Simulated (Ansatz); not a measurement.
Quick settings and what they miss: BaAl2Si2 (Cmcm, 10 atoms in the cell)

Self-consistent single point.

```
CELL_PARAMETERS angstrom
      2.13261    -5.31563     0.00000
      2.13261     5.31563     0.00000
      0.00000     0.00000    10.01457
ATOMIC_POSITIONS crystal
  Ba 0.91422 0.08578 0.25000
  Ba 0.08578 0.91422 0.75000
  Al 0.62114 0.37886 0.46548
  Al 0.37886 0.62114 0.53452
  Al 0.37886 0.62114 0.96548
  Al 0.62114 0.37886 0.03452
  Si 0.79859 0.20141 0.86760
  Si 0.20141 0.79859 0.13240
  Si 0.20141 0.79859 0.36760
  Si 0.79859 0.20141 0.63240
```

Level of theory: PBEsol, PAW files made with PBE (plane waves; Ansatz, an electronic-structure program).

Base settings: basis.ecutwfc = 420 eV; kpoints.mp_grid.grid = 6 6 3; kpoints.mp_grid.shift = 0.5 0.5 0.5; hamiltonian.xc = pbesol; hamiltonian.pseudopotentials = {kind: paw} (the program's default PAW files); scf.occupations.method = gaussian; scf.occupations.width = 0.136 eV.

Tight run (finer mesh or higher cutoff; not a proven limit): basis.ecutwfc: 420 eV → 590 eV; kpoints.mp_grid.grid: 6 6 3 → 9 9 5; scf.convergence.dr2_threshold: default (1e-07 eV) → 1e-09 eV. It gave Fermi level (on the code's own zero) 7.98 eV; pressure 1.68 GPa; largest force (vector length) 0.138 eV/Å.

Quick runs, as changes from the base:
- A: the base itself
- B: basis.ecutwfc: 420 eV → 250 eV; kpoints.mp_grid.grid: 6 6 3 → 6 6 6; scf.occupations.method: gaussian → cold; scf.occupations.width: 0.136 eV → 0.5 eV; scf.convergence.dr2_threshold: default (1e-07 eV) → 0.0001 eV
- C: basis.ecutwfc: 420 eV → 335 eV; kpoints.mp_grid.grid: 6 6 3 → 2 2 2
- D: basis.ecutwfc: 420 eV → 250 eV; kpoints.mp_grid.grid: 6 6 3 → 3 3 3; hamiltonian.xc: pbesol → lda; scf.convergence.dr2_threshold: default (1e-07 eV) → 0.001 eV [LDA (PW92)]
- E: basis.ecutwfc: 420 eV → 210 eV; kpoints.mp_grid.grid: 6 6 3 → 4 4 4
- F: basis.ecutwfc: 420 eV → 295 eV; kpoints.mp_grid.grid: 6 6 3 → 4 4 4

Energies are extrapolated to zero smearing width, which holds to low order in the width alone.

Dashes: energy of D, another energy zero.

† marks runs with another functional, U, potentials or spin treatment: their distance from the tight run is not a convergence error alone.

The count of work is k-points × plane waves × bands × iterations; it is no time. 

Pressures in the table are Ansatz's without its Pulay estimate, at a fixed set of plane waves; the tight run's value above holds the estimate.

The starting cell comes from a database of computed structures (which also holds hypothetical and non-ambient phases and stackings), without a prior relaxation at this level. Its lattice was rescaled by a random factor within 2.5 % of one.

| run | energy less tight (meV/atom) | pressure less tight (GPa) | largest miss in a force vector (eV/Å) | count of work / tight |
|---|---|---|---|---|
| A | -2.4 | -0.05 | 0.018 | 0.17 |
| B | 76.5 | -2.60 | 0.029 | 0.091 |
| C | 99.4 | 0.16 | 0.593 | 0.010 |
| D† | – | -4.31 | 0.114 | 0.016 |
| E | 245.5 | -5.85 | 0.110 | 0.030 |
| F | 19.9 | -0.87 | 0.134 | 0.050 |

Among the runs at the tight run's level, the energy misses run from 2.4 to 245.5 meV/atom.

Keys are those of Ansatz 0.2.
